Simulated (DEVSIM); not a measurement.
Device: isotype n-n heterojunction Al0.15Ga0.85As/GaAs, at 400 K.

| layer (left to right) | material | thickness (μm) | Nd (cm⁻³) | τn (s) | τp (s) |
|---|---|---|---|---|---|
| 1 | Al0.15Ga0.85As | 0.270 | 2.7e16 | 9.9e-9 | 9.9e-9 |
| 2 | GaAs | 0.110 | 2.7e17 | 9.9e-9 | 9.9e-9 |

Left contact: ohmic. Right contact: ohmic. Voltage is applied to the left contact. Recombination: SRH at mid-gap, radiative, Auger. Mobility is μmin + (μ − μmin)/(1 + (N/Nref)^α).

This is a model device: material constants are rounded textbook-type values typed into the input, and sizes, dopings and lifetimes were drawn at random. Values at 300 K; Nc and Nv go as T^1.5, mobilities as T to minus their exponent, the gap by Varshni's rule with the affinity fixed.

```
parameter         Al0.15Ga0.85As      GaAs
----------------  --------------  --------
gap (eV)                   1.611     1.424
affinity (eV)             3.9515      4.07
permittivity               12.47      12.9
Nc (cm⁻³)                 5.6e17    4.7e17
Nv (cm⁻³)                   9e18      9e18
μn (cm²/Vs)                 5695      8500
μp (cm²/Vs)                  282       400
μn,min                       500       500
μp,min                        20        20
Nref,n                      6e16      6e16
Nref,p                    1.5e17    1.5e17
αn                          0.39      0.39
αp                          0.38      0.38
T exponent of μn             2.1       2.1
T exponent of μp             2.2       2.2
B (cm³/s)                  2e-10     2e-10
Cn (cm⁶/s)                 1e-30     1e-30
Cp (cm⁶/s)                 1e-30     1e-30
Varshni α (eV/K)        0.000541  0.000541
Varshni β (K)                204       204
```

Model (solved in DEVSIM): 1D drift-diffusion, Boltzmann statistics, complete ionisation; no tunnelling, impact ionisation, image-force lowering or self-heating. Band offsets follow the typed affinities; no thermionic-emission limit at abrupt steps, no polarisation charge.

Question: Give the dark forward current.

Answer: 
(V (V), J (A/cm²)): (0.05, 14000); (0.10, 28000); (0.15, 42000); (0.20, 56000); (0.25, 70000); (0.30, 84000); (0.35, 98000); (0.40, 110000)
